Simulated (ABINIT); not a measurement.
**Pressure against volume in CsCl-type PdIn (space group 221) (ABINIT, PBEsol)**

```
PdIn
1.0
    3.15564     0.00000     0.00000
    0.00000     3.15564     0.00000
    0.00000     0.00000     3.15564
In Pd
1 1
Direct
  0.50000   0.50000   0.50000
  0.00000   0.00000   0.00000
```

Method: PBEsol, norm-conserving pseudopotentials (PseudoDojo nc-sr-04 PBEsol standard) (plane waves; ABINIT 10.0.3). Settings: pseudos = [In.upf, Pd.upf]; ecut = 1442 eV; ixc = -116133; occopt = 3; tsmear = 0.05 eV; ngkpt = 15 15 15; nshiftk = 1; shiftk = 0 0 0; potentials = PseudoDojo nc-sr-04 PBEsol standard; nband = 22; kptopt = 1; nstep = 50; tolvrs = 1e-12. The cell above is the first row's. The rows scale it uniformly. In all rows fractional positions and the k mesh are held.

```
V (Å^3/atom)  P (GPa)
------------  -------
15.712          15.32
16.054          10.91
16.395           7.02
16.737           3.60
17.078           0.60
17.420          -2.02
17.761          -4.31
18.103          -6.29
18.444              ?
```

Q: Using a cubic, estimate the missing P at V = 18.444 from the other rows, showing the fit.

A: With u = V - 16.9, the rows have u = -1.1880, -0.8460, -0.5050, -0.1630, 0.1780, 0.5200, 0.8610, 1.2030. Least squares gives P = 2.113 - 8.8063·u + 1.7291·u² - 0.1808·u³. Residuals (row less fit): 0.002, 0.000, -0.004, 0.005, 0.001, 0.004, -0.007, 0.003; standard error 0.006 (degrees of freedom: 4). The fitted pressure is zero at V0 = 17.15, where dP/dV = -7.969, so B0 = -V0·dP/dV = 137 GPa. At the withheld row, u = 1.5440, so P = 2.113 - 8.8063 × 1.5440 + 1.7291 × 1.5440² - 0.1808 × 1.5440³ = -8.027 GPa. The calculation gives -8.00 GPa, 0.027 GPa above the prediction (0.1 % of the range of P in the table). The row lies outside the fitted rows, so this is an extrapolation. From the scatter of the fitted rows alone, a prediction at this place has a standard error of 0.015 GPa, so the miss is 1.8 times that.

Carrying the step between the two nearest rows on in a straight line would have given -8.26, off by 0.26; series whose last step already gives the withheld value aren't shown. The scan was laid around a cell of about the measured size, scaled by a guess for this functional. The runs keep the symmetry of the cell, so they don't test it for distortions. Spin polarisation is off. Cutoffs and mesh are single choices, not tested for convergence of this quantity. Series with a scatter that would blur these digits, or in which a gap closes, are not shown.
